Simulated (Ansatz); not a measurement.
**A short convergence ladder for SnTe (Fm-3m, 2 atoms in the cell)**

```yaml
crystal:
  lattice:
    - [0.00000, 3.14420, 3.14420]
    - [3.14420, 0.00000, 3.14420]
    - [3.14420, 3.14420, 0.00000]
  atoms:
    - { symbol: Sn, position: [0.00000, 0.00000, 0.00000] }
    - { symbol: Te, position: [0.50000, 0.50000, 0.50000] }
```

Base method: PBEsol, default PAW files made with PBE (plane waves; Ansatz, a first-principles code).

Base settings: basis.ecutwfc = 30.9 Ry; kpoints.mp_grid.grid = 7 7 7; hamiltonian.xc = pbesol; hamiltonian.pseudopotentials = {kind: paw} (the program's default PAW files); scf.occupations.method = fermi_dirac; scf.occupations.width = 0.0007 Ry.

**The force threshold of a relaxation**

On SnTe (I4mm, 2 atoms in the cell): one atom moved by 0.15 angstrom.

In this ladder: relax = atoms.

The mesh stays at the base's, so the ladder's end is converged at best in this setting alone.

Only quantities that move along the ladder and can be compared are tabulated.

| relax.f_tol | free energy less the last step's (meV/atom) | largest force left (eV/Å) | relaxation steps |
|---|---|---|---|
| 0.2 eV/Å | 1.97 | 0.0874 | 2 |
| 0.05 eV/Å | 0.02 | 0.0031 | 3 |
| 0.02 eV/Å | 0.02 | 0.0030 | 3 |
| 0.001 eV/Å | 0.00 | 0.0001 | 5 |

Coarsest relax.f_tol that holds the largest force left within 0.02 eV/Å of the last step, with all finer ones: 0.05 eV/Å; the step before is off by 0.087 eV/Å.

Coarsest relax.f_tol that holds the free energy within 0.2 meV/atom of the last step, with all finer ones: 0.05 eV/Å; the step before is off by 2.0 meV/atom.

On the base run: the starting cell has typed, rounded lattice constants, without a prior relaxation at this level. Its lattice was rescaled by up to half a per cent. A gap is left out here, as mesh or smearing make it unsure.

Keys are those of Ansatz 0.2.
